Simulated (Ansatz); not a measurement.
Ga₂Se₃ (Imm2, No. 44, 5 atoms in the cell; start mp-1224809; a measured phase of this formula has another space group)

Level of theory: LDA (Ansatz, an electronic-structure program, plane waves, PAW).

Run with plane-wave cutoff 520 eV, 10×10×10 k mesh, Fermi–Dirac smearing 0.01 eV, scalar-relativistic PAW data made under PBE.

Cell (relaxed at this level):

```yaml
crystal:
  lattice:
    - [-1.89350, 5.68411, 2.72275]
    - [1.89350, -5.68411, 2.72275]
    - [1.89350, 5.68411, -2.72275]
  atoms:
    - { symbol: Ga, position: [0.66992, 0.00981, 0.66011] }
    - { symbol: Ga, position: [0.34970, 0.00981, 0.33989] }
    - { symbol: Se, position: [0.38162, 0.22732, 0.15431] }
    - { symbol: Se, position: [0.07301, 0.22732, 0.84569] }
    - { symbol: Se, position: [0.77576, 0.27576, 0.50000] }
```

```
Quantity                           Result
------------  ---------------------------
band gap      0.49 eV (on the SCF k mesh)
bulk modulus                     37.8 GPa
```

Note: the relaxation could not lower the start's symmetry, so the cell can be a saddle point above a distorted one; the bulk modulus is −V dP/dV from two relaxed cells at ±2 % in volume.

Spin–orbit coupling is not included.

It cost around 13 core-minutes (rough) of CPU time.

A start named mp-… is a Materials Project structure, which need not be a measured phase.
